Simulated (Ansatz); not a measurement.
Consider AlN in the wurtzite structure (space group P6_3mc, No. 186; a = 3.1138 Å, c = 4.9833 Å). Axes: x lies along a and z along c of the hexagonal cell.

Calculations: Ansatz (a first-principles code), PBEsol, PAW, cutoff 420 eV, without spin-orbit coupling.

Base values:

```
Quantity                               Value
---------------------  ---------------------
Band gap                             4.09 eV
Valence-band top at Γ  0.00, -0.22, -0.22 eV
```

The change: tensile biaxial strain of 1.80 % in the plane normal to [001], as in epitaxy on a mismatched substrate; the out-of-plane cell vector and the atoms relax.

### Question
How does this affect the band gap?

### Answer
The band gap shrinks by 0.36 eV to 3.73 eV.

### Question
What does the calculation give for the electron mass after the change?

### Answer
The electron mass is 0.29 mₑ (at Γ).

### Question
Estimate the effect on the in-plane stress.

### Answer
The mean in-plane stress (compression positive) is -7.5 GPa.

### Question
Estimate the effect on the valence-band top at Γ.

### Answer
The valence-band top at Γ (three highest levels, from the VBM) goes from 0.00, -0.22, -0.22 eV to 0.00, -0.45, -0.45 eV.

Effective masses come from finite differences of ±0.01 Å⁻¹. No phonon test of stability was made.
